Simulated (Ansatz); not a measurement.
Pb on the Si site + C vacancy (Pb_Si+V_C) in 4H silicon carbide (start: the Si(k) site; C(k) 1.90 Å away, along c; 96-site cell, 2×2×2 shifted sampling). Level of theory: PBE, PAW (plane waves to 420 eV; Ansatz, a program for electronic structure). Total energies of the localised charge states, counted from that of charge +2, and their image corrections (point charge with alignment); the host's valence-band maximum lies at 9.362 eV on the cells' energy zero and its gap is 2.23 eV.

| charge | moment (μB) | E − E(first) (eV) | correction (eV) |
|---|---|---|---|
| +2 | not spin-polarised | 0.000 | 1.016 |
| +1 | 1.0 | 11.046 | 0.343 |
| 0 | not spin-polarised | 22.004 | 0.019 |
| −1 | 1.0 | 33.281 | 0.029 |

Task: Derive the transition levels above the valence-band maximum and say which of them are thermodynamic.

Result: A level is the Fermi energy at which two charges have equal formation energy: ε(q/q′) = [E(q′) + corr(q′) − E(q) − corr(q)] / (q − q′) − E_VBM.
ε(+2/+1) = [(11.046 + 0.343) − (0.000 + 1.016)] / 1 − 9.362 = 1.01 eV
ε(+1/0) = [(22.004 + 0.019) − (11.046 + 0.343)] / 1 − 9.362 = 1.27 eV
ε(0/−1) = [(33.281 + 0.029) − (22.004 + 0.019)] / 1 − 9.362 = 1.92 eV
Thermodynamic levels at least 0.1 eV inside the gap: (+2/+1) at 1.01 eV; (+1/0) at 1.27 eV; (0/−1) at 1.92 eV. Corrections reach 1.02 eV, so the outer levels may be off by several tenths of an eV. Only the charges listed were compared. The geometries come from one start. Flagged in the runs: a host whose relaxation on this sampling wasn't shown to rest.
